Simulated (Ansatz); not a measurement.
OH on the 1x1 (111) surface of fcc Ir, one in a 2x2 cell, started at the site 'hollow Ir-Ir-Ir over Ir at depth 2.2 Å'

Level of theory: PBE (plane waves to 420 eV, PAW; Ansatz, an electronic-structure program).

Slab: 18 atoms, 6.6 Å thick at the start under the adsorbate (thin: gaps and levels are the slab's own); k 6x6x1, smearing 0.1 eV, dipole-corrected; 8 atoms held, the rest relaxed; symmetry of the start imposed; no spin, no spin-orbit, no U, no dispersion correction. At the end it is bonded to 2 Ir. In PBE it is, or lies within 0.03 eV of, the lowest of the starts that converged.

```json
{
 "adsorption energy against H2O(g) − ½ H2(g)": "0.62 eV",
 "work_function_of_the_top_face": "4.89 eV",
 "change_of_the_work_function": "-0.60 eV",
 "change_of_the_step_from_the_bottom_to_the_top_vacuum_level_against_the_clean_slab": "-0.62 eV",
 "energy_released_by_relaxation": "0.90 eV",
 "height of the binding atom over the mean of the host atoms within 0.3 Å of the top one": "1.756 Å",
 "nearest_host_atoms_of_the_binding_atom": "Ir at 2.18 Å, Ir at 2.18 Å, Ir at 3.00 Å",
 "largest_move_of_a_host_atom": "0.07 Å",
 "note": "in the relaxation the adsorbate left its starting site by 0.8 Å",
 "cost": "very roughly 30 core-minutes"
}
```

A negative adsorption energy means that the adsorbate is more stable on the surface than in its reference.
